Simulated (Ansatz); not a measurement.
Consider TiC in the rock salt structure (space group Fm-3m, No. 225; a = 4.333 Å; relaxed with 0.1 eV smearing).

(Cell as relaxed with PBE.)

Levels (all Ansatz, an electronic-structure program, PAW): PBE (420 eV, no spin-orbit coupling); r2SCAN (500 eV, no spin-orbit coupling).

Each level relaxes its own structure.

```json
[
 {"base": "volume per atom", "PBE": "10.17 Å³", "r2SCAN": "10.13 Å³"},
 {"base": "lattice parameter a", "PBE": "8.188 bohr", "r2SCAN": "8.178 bohr"},
 {"base": "band gap", "PBE": "zero", "r2SCAN": "zero"}
]
```

It is then changed as follows: every lattice vector is stretched by 2.86 %, atoms relaxed at fixed cell.

```csv
quantity,PBE,r2SCAN
pressure,-17.8 GPa,-18.7 GPa
energy relative to the base (free energy F),+54 meV/atom,+56 meV/atom
band gap,zero,zero
```

PBE's pressure lies 0.9 GPa above r2SCAN's; PBE's energy relative to the base lies 2.4 meV/atom below r2SCAN's; the two agree on the band gap. Neither level is exact; r2SCAN is the comparison here, not a measurement.

The cells carry an imposed strain or load. Whether these cells are dynamically stable was not tested. The final runs are not spin-polarised.
